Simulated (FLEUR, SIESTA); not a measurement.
A SIESTA input for a self-consistent single point of ZnSe (F-43m, 2 atoms in the cell) (DFT, GGA PBE+U, numerical atomic orbitals DZP, PseudoDojo PBE standard norm-conserving potentials (rewritten from UPF to PSML)):

```
# files in the folder: Zn.psml Se.psml (PseudoDojo PBE standard)
SystemName  ZnSe
SystemLabel ZnSe

NumberOfAtoms                2
NumberOfSpecies              2
%block ChemicalSpeciesLabel
  1 30 Zn
  2 34 Se
%endblock ChemicalSpeciesLabel
LatticeConstant              1.0 Ang
%block LatticeVectors
     0.000000000    2.820265000    2.820265000
     2.820265000    0.000000000    2.820265000
     2.820265000    2.820265000    0.000000000
%endblock LatticeVectors
AtomicCoordinatesFormat      Bohr
%block AtomicCoordinatesAndAtomicSpecies
     0.000000000    0.000000000    0.000000000  1
     7.994292673    7.994292673    7.994292673  2
%endblock AtomicCoordinatesAndAtomicSpecies

XC.functional                GGA
XC.authors                   PBE
PAO.BasisSize                DZP
PAO.EnergyShift              0.01 Ry
MeshCutoff                   350 Ry
%block kgrid.MonkhorstPack
   10   0   0  0.0
    0  10   0  0.0
    0   0  10  0.0
%endblock kgrid.MonkhorstPack
OccupationFunction           FD
ElectronicTemperature        0.02 eV
DFTU.ProjectorGenerationMethod 2
DFTU.CutoffNorm              0.9
DFTU.FirstIteration          true
%block DFTU.proj
  Zn 1
  n=3 2
  5.00 0.00
  0.00 0.00
%endblock DFTU.proj

MaxSCFIterations             150
SCF.Mixer.Method             Pulay
SCF.Mixer.Weight             0.1
SCF.Mixer.History            8
SCF.DM.Tolerance             1.0E-04
Diag.ParallelOverK           true
WriteForces                  true
```

Q: Give the FLEUR input for the same structure, mesh, smearing and functional.

A: One input that does it (others would too):

Input of the input generator:

```
ZnSe FLAPW
&input film=f /
-0.0000000000 2.8202650000 2.8202650000
2.8202650000 -0.0000000000 2.8202650000
2.8202650000 2.8202650000 -0.0000000000
1.8897261246
1.0 1.0 1.0

2
30 0.0000000000 0.0000000000 0.0000000000
34 0.7500000000 0.7500000000 0.7500000000

&comp jspins=1 /
&kpt div1=10 div2=10 div3=10 gamma=t /
&end /
```

```xml
<?xml version="1.0" encoding="UTF-8" standalone="no"?>
<fleurInput fleurInputVersion="0.39">
   <comment>
      ZnSe FLAPW                                                                                          
   </comment>
   <calculationSetup>
      <cutoffs Kmax="3.8" Gmax="11.4" GmaxXC="11.4" numbands="0"/>
      <scfLoop itmax="60" minDistance="0.00001" maxIterBroyd="99" imix="Anderson" alpha="0.05" precondParam="0.0" spinf="2.0"/>
      <coreElectrons ctail="T" frcor="F" kcrel="0" coretail_lmax="0"/>
      <xcFunctional name="pbe" relativisticCorrections="F"/>
      <magnetism jspins="1"/>
      <soc l_soc="F" theta="0.0" phi="0.0" spav="F"/>
      <expertModes spex="0" secvar="F"/>
      <geometryOptimization l_f="T" forcealpha="1.0" forcemix="BFGS" epsdisp="0.00001" epsforce="0.00001"/>
      <ldaU l_linMix="F" mixParam="0.05" spinf="1.0"/>
   </calculationSetup>
   <cell>
      <bzIntegration valenceElectrons="28.0" mode="hist" fermiSmearingEnergy="0.00073499">
         <kPointListSelection listName="default-1"/>
         <!-- k-points included here -->
         <xi:include xmlns:xi="http://www.w3.org/2001/XInclude" href="kpts.xml"> </xi:include>
      </bzIntegration>
      <!-- symmetry operations included here -->
      <xi:include xmlns:xi="http://www.w3.org/2001/XInclude" href="sym.xml"> </xi:include>
      <bulkLattice scale="1.0">
         <bravaisMatrix>
            <row-1>    0.0000000000000000     5.3295284487950187     5.3295284487950187</row-1>
            <row-2>    5.3295284487950187     0.0000000000000000     5.3295284487950187</row-2>
            <row-3>    5.3295284487950187     5.3295284487950187     0.0000000000000000</row-3>
         </bravaisMatrix>
      </bulkLattice>
   </cell>
   <atomSpecies>
      <species name="Zinc (Zn)" element="Zn" atomicNumber="30">
         <mtSphere radius="2.11" gridPoints="745" logIncrement="0.017"/>
         <atomicCutoffs lmax="8" lnonsphr="6"/>
         <electronConfig flipSpins="F">
            <coreConfig>(1s1/2) (2s1/2) (2p1/2) (2p3/2) (3s1/2) (3p1/2) (3p3/2)</coreConfig>
            <valenceConfig>(4s1/2) (3d3/2) (3d5/2)</valenceConfig>
         </electronConfig>
         <energyParameters s="4" p="4" d="3" f="4"/>
         <ldaU l="2" U="5.0" J="0.0" l_amf="F"/>
      </species>
      <species name="Selenium (Se)" element="Se" atomicNumber="34">
         <mtSphere radius="2.11" gridPoints="745" logIncrement="0.017"/>
         <atomicCutoffs lmax="8" lnonsphr="6"/>
         <electronConfig flipSpins="F">
            <coreConfig>(1s1/2) (2s1/2) (2p1/2) (2p3/2) (3s1/2) (3p1/2) (3p3/2)</coreConfig>
            <valenceConfig>(4s1/2) (3d3/2) (3d5/2) (4p1/2) (4p3/2)</valenceConfig>
            <stateOccupation state="(4p1/2)" spinUp="0.6666666666667" spinDown="0.6666666666667"/>
            <stateOccupation state="(4p3/2)" spinUp="1.3333333333333" spinDown="1.3333333333333"/>
         </electronConfig>
         <energyParameters s="4" p="4" d="3" f="4"/>
         <lo type="HELO" l="2" n="4" eDeriv="0"/>
      </species>
   </atomSpecies>
   <atomGroups>
      <atomGroup species="Zinc (Zn)">
         <relPos label="                   1">.0000000000 .0000000000 .0000000000</relPos>
         <force calculate="T" relaxXYZ="TTT"/>
      </atomGroup>
      <atomGroup species="Selenium (Se)">
         <relPos label="                   2">-1.000/4.000 -1.000/4.000 -1.000/4.000</relPos>
         <force calculate="T" relaxXYZ="TTT"/>
      </atomGroup>
   </atomGroups>
   <output dos="F" band="F" slice="F">
      <checks vchk="F" cdinf="F"/>
      <bandDOS minEnergy="-.5*Htr" maxEnergy="0.5*Htr" sigma="0.015" storeEVData="T"/>
      <vacuumDOS vacdos="F" integ="F" star="F" nstars="0" locx1="0.0" locy1="0.0" locx2="0.0" locy2="0.0" nstm="0" tworkf="0.0"/>
      <unfoldingBand unfoldBand="F" supercellX="1" supercellY="1" supercellZ="1"/>
      <plotting iplot="0" polar="F">
         <plot TwoD="T" vec1="  1.0  0.0  0.0" vec2="  0.0  1.0  0.0" vec3="  0.0  0.0  1.0" zero="  0.0  0.0  0.0" file="plot"/>
      </plotting>
      <chargeDensitySlicing numkpt="0" minEigenval="0.0" maxEigenval="0.0" nnne="0" pallst="F"/>
      <specialOutput eonly="F"/>
      <magneticCircularDichroism mcd="F" energyLo="-10.0" energyUp="0.0"/>
   </output>
  <!-- We include the file relax.xml here to enable relaxations (see documentation) -->
  <xi:include xmlns:xi="http://www.w3.org/2001/XInclude" href="relax.xml"> <xi:fallback/> </xi:include>
</fleurInput>
```

Basis settings and potentials, where a program has them, do not carry over. This input uses DFT, PBE+U, all-electron FLAPW (FLEUR), scalar-relativistic valence. Both were run: gap on the mesh 1.728 eV in SIESTA and 1.574 in FLEUR.

On FLEUR: the starting cell comes from a database of computed structures (which also holds hypothetical and non-ambient phases and stackings), without a prior relaxation at this level. Its lattice was rescaled by a random factor within 2.5 % of one. Spin polarisation is off. The U value is a test value. Values depend on the basis (sphere radii, cutoffs, local orbitals), which need not be converged.

On SIESTA: the starting cell comes from a database of computed structures (which also holds hypothetical and non-ambient phases and stackings), without a prior relaxation at this level. Its lattice was rescaled by a random factor within 2.5 % of one. Spin polarisation is off. The U value is a test value. Values carry the incompleteness of an atom-centred basis. With a pressure of about 4 GPa the cell is away from its equilibrium volume at this level.
